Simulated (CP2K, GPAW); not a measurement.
A GPAW input for a self-consistent single point of SrC2 (R-3m, 3 atoms in the cell) (DFT LDA (Perdew-Wang 92), plane waves, GPAW PAW datasets LDA (gpaw-data 1.0.1)):

```python
from ase import Atoms
from ase.units import GPa
from gpaw import GPAW, PW, FermiDirac

atoms = Atoms(['Sr', 'C', 'C'],
              cell=[[2.466978, 1.424310, 2.260530],
                    [-2.466978, 1.424310, 2.260530],
                    [0.000000, -2.848622, 2.260530]],
              positions=[[0.000000, 0.000000, 0.000000],
                         [-0.000000, -0.000001, 4.011670],
                         [0.000000, -0.000001, 2.769920]],
              pbc=True)

calc = GPAW(mode=PW(950),
            xc='LDA',
            kpts=(9, 9, 9),
            occupations=FermiDirac(0.0),
            nbands=-6,
            convergence={'density': 1e-05, 'energy': 1e-05, 'bands': -4},
            symmetry={'symmorphic': False, 'tolerance': 0.0005},
            maxiter=120,
            txt='-')

atoms.calc = calc

energy = atoms.get_potential_energy()
print('Energy (eV):', round(energy, 6))
forces = atoms.get_forces()
print('Forces (eV/Ang):')
print(forces.round(5))
stress = atoms.get_stress()
print('Stress (GPa, Voigt):', (stress / GPa).round(4))
```

Question: Translate this input to CP2K.

Answer: One input that does it (others would too):

```
&GLOBAL
  PROJECT bulk
  RUN_TYPE ENERGY_FORCE
  PRINT_LEVEL MEDIUM
&END GLOBAL
&FORCE_EVAL
  METHOD Quickstep
  STRESS_TENSOR ANALYTICAL
  &DFT
    BASIS_SET_FILE_NAME BASIS_MOLOPT
    POTENTIAL_FILE_NAME GTH_POTENTIALS
    &QS
      METHOD GPW
      EPS_DEFAULT 1E-10
    &END QS
    &MGRID
      CUTOFF 500
      REL_CUTOFF 60
      NGRIDS 5
    &END MGRID
    &SCF
      SCF_GUESS ATOMIC
      EPS_SCF 1E-6
      MAX_SCF 100
      ADDED_MOS 4
      &DIAGONALIZATION
        ALGORITHM STANDARD
      &END DIAGONALIZATION
      &MIXING
        METHOD BROYDEN_MIXING
        ALPHA 0.3
        NBUFFER 8
        BETA 1
      &END MIXING
    &END SCF
    &KPOINTS
      SCHEME MONKHORST-PACK 9 9 9
    &END KPOINTS
    &XC
      &XC_FUNCTIONAL PADE
      &END XC_FUNCTIONAL
    &END XC
    &PRINT
      &MO
        EIGENVALUES T
        OCCUPATION_NUMBERS T
        NDIGITS 8
        FILENAME mo
        &EACH
          QS_SCF 0
        &END EACH
        ADD_LAST NUMERIC
      &END MO
      &MULLIKEN ON
      &END MULLIKEN
    &END PRINT
  &END DFT
  &SUBSYS
    &CELL
      A 3.63656900 0.00000000 0.00000000
      B 0.28946900 3.62503000 0.00000000
      C 0.28946900 0.26727600 3.61516500
      PERIODIC XYZ
    &END CELL
    &COORD
      Sr       0.00000000     0.00000000     0.00000000
      C        2.49369581     2.30250529     2.13856170
      C        1.72181119     1.58980071     1.47660330
    &END COORD
    &KIND Sr
      BASIS_SET DZVP-MOLOPT-SR-GTH-q10
      POTENTIAL GTH-PADE-q10
    &END KIND
    &KIND C
      BASIS_SET DZVP-MOLOPT-SR-GTH-q4
      POTENTIAL GTH-PADE-q4
    &END KIND
  &END SUBSYS
  &PRINT
    &FORCES ON
    &END FORCES
    &STRESS_TENSOR ON
    &END STRESS_TENSOR
  &END PRINT
&END FORCE_EVAL
```

Basis, cutoffs, solver keys and any potentials are the target program's own. This input uses DFT LDA (Pade form), GPW, DZVP-MOLOPT-SR-GTH basis, GTH-PADE potentials (GTH_POTENTIALS). LDA parametrisations can differ slightly between programs.

The starting cell comes from a database of computed structures (which also holds hypothetical and non-ambient phases and stackings), without a prior relaxation at this level. For this run, on top of that: lattice scaled by 0.98.
